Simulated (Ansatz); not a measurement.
Abridged Ansatz (a program for electronic structure) output:

```
Relaxation: its limit of steps is 30 (relax.max_steps)
Pseudopotential: B, paw, valence charge 3
Pseudopotential: N, paw, valence charge 5
Crystal: 6 atoms, lattice volume = 33.811 Å³
Basis set: ecut = 420 eV, 661 PW (Γ), exchange–correlation on 36×36×80 points (8 copies of the dense FFT grid, shifted against one another)
Bands: 19, of which v1, the nominal top of the filled ones, is band 12 counted from 1 (11 counted from 0)
Symmetry: 12 space group operations
k-points: 220 of 3200 (time reversal used)
Functional: x = pbesol(κ = 0.804, μ = 0.12345679012345678), c = pbesol(β = 0.046)
SCF iter   1: F=—  HF=-1584.826132 eV  |F-HF|=—  |Δ(HF+E_count)|=         —  Δρ=6.49e-2  dr2=1.20e0  ethr=1.77e-3  ⟨swp⟩=6.6  Hψ=22090  notcnv=0
SCF iter   2: F=—  HF=-1584.568208 eV  |F-HF|=—  |Δ(HF+E_count)|=   2.58e-1  Δρ=3.31e-2  dr2=3.27e-1  ethr=1.77e-3  ⟨swp⟩=2.5  Hψ=7824  notcnv=0  defer=337
SCF 1 converged in 7 iterations: F = -1584.475499 eV  dr2 = 1.76e-12
relax step   1: F+E_penalty+E_count = -1584.47549894 eV  Δ(F+E_penalty+E_count) = +0.000e0 eV  max|allowed force component| = 3.022e-16 eV/Å  Δτ_max = 0.0000 Å  (7 SCF iters, accepted)
SCF converged after 7 iterations
Free energy (F): -1584.475499 eV
Internal energy: -1584.474141 eV  (E = F + TS)
E sigma→0 (E₀):  -1584.474820 eV
Entropy (-TS):   -0.001358 eV (-0.226 meV/atom)
Fermi energy:    17.530236 eV
--- Forces (eV/Å), atoms counted from 1 ---
  atom   1  B      0.00000000     0.00000000    -0.00000000
  atom   2  B      0.00000000    -0.00000000     0.00000000
  atom   3  B     -0.00000000     0.00000000     0.00000000
  atom   4  N      0.00000000     0.00000000    -0.00000000
  atom   5  N      0.00000000    -0.00000000    -0.00000000
  atom   6  N      0.00000000     0.00000000     0.00000000
--- Stress (GPa, compression-positive) ---
      -10.416016       0.000000       0.000000
        0.000000     -10.416016       0.000000
        0.000000      -0.000000      -8.799947
  P = ⅓ Tr σ = -9.8773 GPa (-98.773 kbar)
--- Relaxed structure (1 steps of the walk, 1 accepted, 0 SCFs on fresh bases) ---
  atoms:
    - { symbol: B, position: [0.5, 0.5, 0.16666666666666669] }
    - { symbol: B, position: [0.5, 0.0, 0.5] }
    - { symbol: B, position: [0.0, 0.5, 0.8333333333333335] }
    - { symbol: N, position: [0.5, 0.5, 0.6666666666666667] }
    - { symbol: N, position: [0.5, 0.0, 0.0] }
    - { symbol: N, position: [0.0, 0.5, 0.33333333333333337] }
```

### Question
What was computed, and what are the main results?

### Answer
BN, 6 atoms in the cell, with Ansatz PBEsol, no SOC. The last SCF converged to F = -1584.475499 eV, or -264.0792 eV per atom. The total energy compares only with runs of the same code, potentials and settings.

Charged cell with a jellium background: band edges are those of the host's band count, energies are not comparable with the neutral cell, and many-body gap narrowing is missing. Stability against distortions was not tested. The cell was made from BN (space group P6_422, No. 181; a hypothetical phase, not in the database extracts checked) by this change: electrons 2.0×10^22 cm⁻³.

Keys are those of Ansatz 0.2.
